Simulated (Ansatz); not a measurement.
We consider rock-salt LaSe, described by PBEsol-D3(BJ) (plane waves, PAW; Ansatz, a program for electronic structure).

Run with plane-wave cutoff 520 eV, 16×16×16 k mesh, Fermi–Dirac smearing 0.05 eV, scalar-relativistic PAW data made under PBE.

A third-order Birch–Murnaghan fit to the energies gives V0 = 26.287 Å³/atom, B0 = 84.6 GPa, B′ = 4.5.

```csv
V (Å³/atom),P (GPa)
24.707,6.04
25.232,(withheld)
25.758,1.80
26.284,0.01
26.809,(withheld)
27.335,(withheld)
27.861,(withheld)
```

Question: Estimate the withheld pressures from this fit; the answers are the runs' own values.

Answer: 
- 25.232, P (GPa): 3.80
- 26.809, P (GPa): -1.59
- 27.335, P (GPa): -3.03
- 27.861, P (GPa): -4.31

The formula P = (3/2) B0 (x^(7/3) − x^(5/3)) [1 + (3/4)(B′ − 4)(x^(2/3) − 1)] with x = V0/V meets the computed pressures within 0.01 GPa when these rounded values are put in.

Spin–orbit coupling is not included; it can open a gap where bands touch, and shift volumes and moduli.

The computed numbers hold no vibrational or temperature effects.

Cost on a shared machine: very roughly 80 core-seconds.
